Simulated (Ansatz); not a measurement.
## Effective masses and thermopower of Ge (I4_1/amd)

Input:

```xyz
2
Lattice="0.0000 2.7789 2.8821 2.7789 0.0000 2.8821 2.7789 2.7789 0.0000" Properties=species:S:1:pos:R:3 pbc="T T T"
Ge     0.0000     0.0000     0.0000
Ge     1.3894     1.3894     1.4411
```

These are HSE06, rigid bands (plane waves, PAW, scalar-relativistic; Ansatz, an electronic-structure program) values and carry that method's errors. Condition of this run: biaxial stress in (001) of 2.8 GPa (compression positive) (the target of the relaxation). Cell: cell and atoms relaxed with PBEsol, then loaded as said.

```json
{
 "band_gap": "0.73 eV",
 "electron conductivity mass (300 K, dilute)": "0.140 (x), 0.140 (y), 0.122 (z) mₑ",
 "effective density of states N_c (300 K)": "1.2e19 cm⁻³",
 "density_of_states_mass_electrons": "0.60 mₑ",
 "Seebeck coefficient, n-type 1e19 cm⁻³, 300 K": "-246 μV/K",
 "best n-type power factor at 300 K for τ = 10 fs (best axis; densities from 1e16 to 1e21 cm⁻³ tried, whether or not they can be reached)": "25 μW/(cm·K²) at 1e20 cm⁻³"
}
```

Rigid bands; masses and Seebeck coefficients take one relaxation time τ for all states and one kind of carrier; polarons and phonon drag are left out. Spin-orbit coupling is left out. Geometry: cell and atoms relaxed with PBEsol.
